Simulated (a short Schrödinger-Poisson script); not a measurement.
MOS inversion layer, SiO2 on p-type Si(100)

Stack: MOS inversion layer, SiO2 on p-type Si(100), at 300 K.

```csv
layer,material,thickness (nm),Na (cm⁻³)
1,SiO2,1.5,-
2,Si,600,5.2e17
```

The device is made up for the run: typed textbook-type constants, with dimensions and the other settings drawn at random. SiO2: permittivity 3.9, conduction-band edge (eV) 3.15, gap (eV) 9, electron mass (mₑ) 0.5. Si: permittivity 11.7, conduction-band edge (eV) 0, gap (eV) 1.124, Nv at 300 K (cm⁻³) 3.1e19.

Channel valleys (confinement mass, in-plane density-of-states mass, number): Δ2 0.916, 0.19, 2; Δ4 0.19, 0.417, 4. At the gate the conduction-band edge of layer 1 lies 3.77 eV − eVg above the Fermi level of the channel; the field vanishes at the back. Gaps are held at their typed values at every temperature. Mesh 0.03 nm at interfaces.

Solved with a short Schrödinger-Poisson script written for these runs: 1D Poisson equation in equilibrium, electrons quantum, Hartree (BenDaniel-Duke, 12 states a valley, the channel's in-plane mass for all, wave functions ending at the dielectric), parabolic valleys, classical holes, full ionisation, no traps, pinning or gate leakage.

| Vg (V) | electrons (cm⁻²) | C (μF/cm²) | Δ2 E0 (meV) | Δ2 E1 (meV) | Δ4 E0 (meV) | Δ4 E1 (meV) |
|---|---|---|---|---|---|---|
| 0.5 | 6.78e6 | 0.221 | 356.8 | 417.6 | 412.8 | 512.0 |
| 0.6 | 1.90e8 | 0.211 | 269.6 | 333.1 | 328.1 | 432.0 |
| 0.7 | 5.41e9 | 0.225 | 182.2 | 248.2 | 243.0 | 351.2 |
| 0.8 | 1.14e11 | 0.601 | 102.2 | 170.9 | 165.6 | 277.7 |
| 0.9 | 6.53e11 | 1.24 | 55.1 | 127.5 | 122.3 | 237.5 |
| 1 | 1.50e12 | 1.50 | 30.9 | 107.6 | 102.6 | 220.2 |
| 1.1 | 2.46e12 | 1.61 | 15.0 | 96.0 | 91.3 | 210.8 |
| 1.2 | 3.48e12 | 1.68 | 2.8 | 88.1 | 83.5 | 204.7 |
| 1.3 | 4.54e12 | 1.72 | -7.4 | 82.0 | 77.7 | 200.4 |
| 1.4 | 5.62e12 | 1.75 | -16.4 | 77.0 | 72.9 | 197.0 |
| 1.5 | 6.72e12 | 1.78 | -24.5 | 72.8 | 68.8 | 194.3 |
| 1.6 | 7.83e12 | 1.80 | -32.1 | 69.1 | 65.3 | 192.0 |
| 1.7 | 8.96e12 | 1.81 | -39.2 | 65.7 | 62.0 | 190.1 |
| 1.8 | 1.01e13 | 1.82 | -46.1 | 62.6 | 59.1 | 188.3 |
| 1.9 | 1.12e13 | 1.84 | -52.7 | 59.8 | 56.3 | 186.8 |
| 2 | 1.24e13 | 1.85 | -59.1 | 57.1 | 53.7 | 185.4 |
| 2.1 | 1.35e13 | 1.85 | -65.4 | 54.6 | 51.3 | 184.1 |
| 2.2 | 1.47e13 | 1.86 | -71.5 | 52.2 | 48.9 | 183.0 |
| 2.3 | 1.59e13 | 1.87 | -77.5 | 50.0 | 46.7 | 181.9 |
| 2.4 | 1.70e13 | 1.88 | -83.4 | 47.8 | 44.5 | 181.0 |

Gate voltages with under 1e6 electrons/cm² are left out.

Subbands count from the Fermi level.
